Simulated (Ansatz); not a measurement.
The reference is Mo in the bcc (W type) structure (space group Im-3m, No. 229; a = 3.151 Å; relaxed with 0.1 eV smearing).

Method: DFT with r2SCAN, PAW potentials and a 500 eV plane-wave cutoff in Ansatz (a program for electronic structure), no spin-orbit coupling.

For the base:

| Quantity | Value |
|---|---|
| Pressure | 0.0 GPa |

Perturbation: every lattice vector is shortened by 2.50 %, atoms relaxed at fixed cell.

Problem. What happens to the energy relative to the base?

Solution. The energy increases by 81 meV/atom.

Problem. How does this affect the pressure?

Solution. The pressure goes from zero to 24.2 GPa.

The cells carry an imposed strain or load. Whether these cells are dynamically stable was not tested. The final runs are not spin-polarised.
